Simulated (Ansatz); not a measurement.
We consider MgO (P6₃mc, No. 186, 4 atoms in the cell; start mp-549706; a measured phase of this formula has another space group), described by r²SCAN+rVV10 (Ansatz, a first-principles code, plane waves, PAW).

Input file:

Ansatz 0.2 input:
```yaml
crystal:
  lattice:
    - [3.2876236074, 0.0, 0.0]
    - [-1.6438118037, 2.8471655621, 0.0]
    - [0.0, 0.0, 5.0001666641]
  atoms:
    - { symbol: Mg, position: [0.3333333333, 0.6666666667, 0.0038383604] }
    - { symbol: Mg, position: [0.6666666667, 0.3333333333, 0.5038383604] }
    - { symbol: O, position: [0.3333333333, 0.6666666667, 0.4007616396] }
    - { symbol: O, position: [0.6666666667, 0.3333333333, 0.9007616396] }
basis:
  ecutwfc: 560
  ecutrho_ratio: 4
  xc_grid: 3
kpoints:
  mp_grid: { grid: [12, 12, 8] }
  band_path:
    path:
      - [0.0, 0.0, 0.0]
      - [0.045455, 0.0, 0.0]
      - [0.090909, 0.0, 0.0]
      - [0.136364, 0.0, 0.0]
      - [0.181818, 0.0, 0.0]
      - [0.227273, 0.0, 0.0]
      - [0.272727, 0.0, 0.0]
      - [0.318182, 0.0, 0.0]
      - [0.363636, 0.0, 0.0]
      - [0.409091, 0.0, 0.0]
      - [0.454545, 0.0, 0.0]
      - [0.5, 0.0, 0.0]
      - [0.472222, 0.055556, 0.0]
      - [0.444444, 0.111111, 0.0]
      - [0.416667, 0.166667, 0.0]
      - [0.388889, 0.222222, 0.0]
      - [0.361111, 0.277778, 0.0]
      - [0.333333, 0.333333, 0.0]
      - [0.307692, 0.307692, 0.0]
      - [0.282051, 0.282051, 0.0]
      - [0.25641, 0.25641, 0.0]
      - [0.230769, 0.230769, 0.0]
      - [0.205128, 0.205128, 0.0]
      - [0.179487, 0.179487, 0.0]
      - [0.153846, 0.153846, 0.0]
      - [0.128205, 0.128205, 0.0]
      - [0.102564, 0.102564, 0.0]
      - [0.076923, 0.076923, 0.0]
      - [0.051282, 0.051282, 0.0]
      - [0.025641, 0.025641, 0.0]
      - [0.0, 0.0, 0.1]
      - [0.0, 0.0, 0.2]
      - [0.0, 0.0, 0.3]
      - [0.0, 0.0, 0.4]
      - [0.0, 0.0, 0.5]
      - [0.045455, 0.0, 0.5]
      - [0.090909, 0.0, 0.5]
      - [0.136364, 0.0, 0.5]
      - [0.181818, 0.0, 0.5]
      - [0.227273, 0.0, 0.5]
      - [0.272727, 0.0, 0.5]
      - [0.318182, 0.0, 0.5]
      - [0.363636, 0.0, 0.5]
      - [0.409091, 0.0, 0.5]
      - [0.454545, 0.0, 0.5]
      - [0.5, 0.0, 0.5]
      - [0.472222, 0.055556, 0.5]
      - [0.444444, 0.111111, 0.5]
      - [0.416667, 0.166667, 0.5]
      - [0.388889, 0.222222, 0.5]
      - [0.361111, 0.277778, 0.5]
      - [0.333333, 0.333333, 0.5]
      - [0.307692, 0.307692, 0.5]
      - [0.282051, 0.282051, 0.5]
      - [0.25641, 0.25641, 0.5]
      - [0.230769, 0.230769, 0.5]
      - [0.205128, 0.205128, 0.5]
      - [0.179487, 0.179487, 0.5]
      - [0.153846, 0.153846, 0.5]
      - [0.128205, 0.128205, 0.5]
      - [0.102564, 0.102564, 0.5]
      - [0.076923, 0.076923, 0.5]
      - [0.051282, 0.051282, 0.5]
      - [0.025641, 0.025641, 0.5]
      - [0.5, 0.0, 0.4]
      - [0.5, 0.0, 0.3]
      - [0.5, 0.0, 0.2]
      - [0.5, 0.0, 0.1]
      - [0.333333, 0.333333, 0.4]
      - [0.333333, 0.333333, 0.3]
      - [0.333333, 0.333333, 0.2]
      - [0.333333, 0.333333, 0.1]
    npoints: 1
hamiltonian:
  xc: r2scan
  dispersion: rvv10
  pseudopotentials: { kind: paw }
scf:
  occupations: { method: fermi_dirac, width: 0.01 }
  convergence: { dr2_threshold: 0.0000000004 }
output:
  forces: true
  stress: true
  eigenvalues: true
  write_bands: true
```

The run printed, among other lines:

```
Crystal: 4 atoms, lattice volume = 46.804 Å³
Basis set: ecut = 560 eV, 1411 PW (Γ), exchange–correlation on 81×81×120 points (27 copies of the dense FFT grid, shifted against one another)
Bands: 20, of which v1, the nominal top of the filled ones, is band 16 counted from 1 (15 counted from 0)
Symmetry: 12 space group operations
Space group: P63mc (ITA 186), of the structure as read, at distance tolerance 3.6e-5 Å
k-points: 95 of 1152 (time reversal used)
Functional: x = r2scan, c = r2scan + rvv10(b = 11.95, C = 0.0093); τ floored in thin density (d = 2e-4 eV/Å³)
SCF iter   1: F=—  HF=-4994.703329 eV  |F-HF|=—  |Δ(HF+E_count)|=         —  Δρ=8.07e-3  dr2=1.11e-2  dr2_τ=1.26e-1
SCF iter   2: F=—  HF=-4994.807317 eV  |F-HF|=—  |Δ(HF+E_count)|=   1.04e-1  Δρ=4.04e-3  dr2=4.10e-3  dr2_τ=2.09e-4
  ...
SCF iter   7: F=—  HF=-4994.807268 eV  |F-HF|=—  |Δ(HF+E_count)|=   3.07e-8  Δρ=3.30e-6  dr2=5.27e-9  dr2_τ=2.11e-10
SCF iter   8: F=-4994.807268 eV  HF=-4994.807268 eV  |F-HF|=1.82e-11  |Δ(HF+E_count)|=   2.28e-9  Δρ=4.79e-7  dr2=7.55e-11  dr2_τ=7.69e-12
SCF 1 converged in 8 iterations: F = -4994.807268 eV  dr2 = 7.55e-11
SCF converged after 8 iterations
Free energy (F): -4994.807268 eV
Internal energy: -4994.807268 eV  (E = F + TS)
E sigma→0 (E₀):  -4994.807268 eV
Fermi energy:    6.757147 eV
--- Stress (GPa, compression-positive) ---
        0.000497       0.000000       0.000000
        0.000000       0.000497       0.000000
        0.000000       0.000000       0.000120
  P = ⅓ Tr σ = 0.0004 GPa (0.004 kbar)
```

The PAW data were made under PBE.

Computing time: around 20 core-seconds (rough).

A start named mp-… is a Materials Project structure, which need not be a measured phase.
